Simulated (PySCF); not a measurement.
PySCF 2.14.0, unrestricted PBE0/def2-svpd, df: Hg(Br) ([Br][Hg]), charge 0, multiplicity 2, 2 atoms. The geometry is a generated start, not checked to be a minimum at this level.

| Property | Result |
|---|---|
| task | energy |
| method | pbe0 |
| basis | def2-svpd |
| two-electron scheme | density fitting |
| mol.max_memory | 3000 MB |
| mf.max_cycle | 100 |
| mf.conv_tol | 1e-09 (default) |
| mf.grids.level | 3 (default) |
| effective core potentials | those of the basis set, past Kr |
| basis functions | 76 |
| grid points | 44168 |

```xyz
2

Hg    -0.9904    -0.7415    -0.8437
Br     0.9904     0.7415     0.8437
```

Charge 0 and multiplicity 2 are set for this test and not shown to be the ground state.

With the defaults (mf.init_guess = minao, mf.DIIS = CDIIS, mf.level_shift = 0, mf.diis = true, newton = off, mf.damp = 0, mf.diis_start_cycle = 1, mf.diis_space = 8) it converges in 16 Fock builds. One run each on 2 threads, 1 BLAS thread, with these changes:
- mf.diis_space = 3
- mf.DIIS = ADIIS
- mf.init_guess = 1e
- mf.damp = 0.7, mf.diis_start_cycle = 8
- mf.level_shift = 0.1 Hartree
- mf.diis = false
- mf.level_shift = 0.3 Hartree
- newton = Hessian by the SCF's own integrals
- mf.DIIS = EDIIS
- mf.diis = false, mf.damp = 0.7, mf.diis_start_cycle = 999

Problem. Name the settings that don't reach the solution of the defaults.

Solution. No convergence: mf.init_guess = 1e; mf.DIIS = EDIIS; mf.level_shift = 0.1 Hartree; mf.level_shift = 0.3 Hartree; mf.diis = false (the run ends without SCF convergence in 100 cycles). Another solution: newton = Hessian by the SCF's own integrals (940 meV higher). The rest reach the solution of the defaults.

```csv
setting,Fock builds,end
the defaults,16,same solution
"mf.damp = 0.7, mf.diis_start_cycle = 8",18,same solution
mf.diis_space = 3,20,same solution
mf.DIIS = ADIIS,22,same solution
"mf.diis = false, mf.damp = 0.7, mf.diis_start_cycle = 999",41,same solution
newton = Hessian by the SCF's own integrals,63,"other solution, 940 meV higher"
mf.level_shift = 0.1 Hartree,15,no convergence
mf.level_shift = 0.3 Hartree,23,no convergence
mf.init_guess = 1e,101,no convergence
mf.DIIS = EDIIS,101,no convergence
mf.diis = false,101,no convergence
```

Under newton the count holds the products with the orbital Hessian.
